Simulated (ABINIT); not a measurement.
Pressure against volume in rock-salt MgO (space group 225) (ABINIT, PBEsol)

```
CELL_PARAMETERS angstrom
      0.00000     2.04388     2.04388
      2.04388     0.00000     2.04388
      2.04388     2.04388     0.00000
ATOMIC_POSITIONS crystal
  Mg 0.00000 0.00000 0.00000
  O  0.50000 0.50000 0.50000
```

Method: PBEsol, norm-conserving pseudopotentials (PseudoDojo nc-sr-04 PBEsol standard) (plane waves; ABINIT). Settings: pseudos = [Mg.upf, O.upf]; ecut = 55 Ha; occopt = 3; tsmear = 0.00036749 Ha; ngkpt = 13 13 13; nshiftk = 1; shiftk = 0 0 0; potentials = PseudoDojo nc-sr-04 PBEsol standard; nband = 13; kptopt = 1; nstep = 50; tolvrs = 1e-12. The cell above is the first row's. The rows scale it uniformly. In all rows fractional positions and the k mesh are held.

| V (Å^3/atom) | P (GPa) |
|---|---|
| 8.538 | ? |
| 8.724 | 12.64 |
| 8.909 | 8.44 |
| 9.095 | 4.65 |
| 9.281 | 1.23 |
| 9.466 | -1.86 |
| 9.652 | -4.66 |
| 9.838 | -7.19 |
| 10.023 | -9.47 |

### Question
Fit P against V with a cubic, and predict the withheld value at V = 8.538.

### Answer
With u = V - 9.4, the rows have u = -0.6760, -0.4910, -0.3050, -0.1190, 0.0660, 0.2520, 0.4380, 0.6230. Least squares gives P = -0.798 - 16.3963·u + 4.5286·u² - 0.9023·u³. Residuals (row less fit): 0.006, -0.011, 0.000, 0.011, 0.001, -0.003, -0.003, 0.003; standard error 0.009 (degrees of freedom: 4). The fitted pressure is zero at V0 = 9.352, where dP/dV = -16.84, so B0 = -V0·dP/dV = 157 GPa. At the withheld row, u = -0.8620, so P = -0.798 - 16.3963 × (-0.8620) + 4.5286 × (-0.8620)² - 0.9023 × (-0.8620)³ = 17.278 GPa. The calculation gives 17.29 GPa, 0.012 GPa above the prediction (under 0.05 % of the range of P in the table). The row lies outside the fitted rows, so this is an extrapolation. From the scatter of the fitted rows alone, a prediction at this place has a standard error of 0.024 GPa, so the miss is 0.5 times that.

Carrying the step between the two nearest rows on in a straight line would have given 16.86, off by 0.43; series whose last step already gives the withheld value aren't shown. The scan was laid around a cell of about the measured size, scaled by a guess for this functional. The runs keep the symmetry of the cell, so they don't test it for distortions. Cutoffs and mesh are single choices, not tested for convergence of this quantity. Series with a scatter that would blur these digits, or in which a gap closes, are not shown.
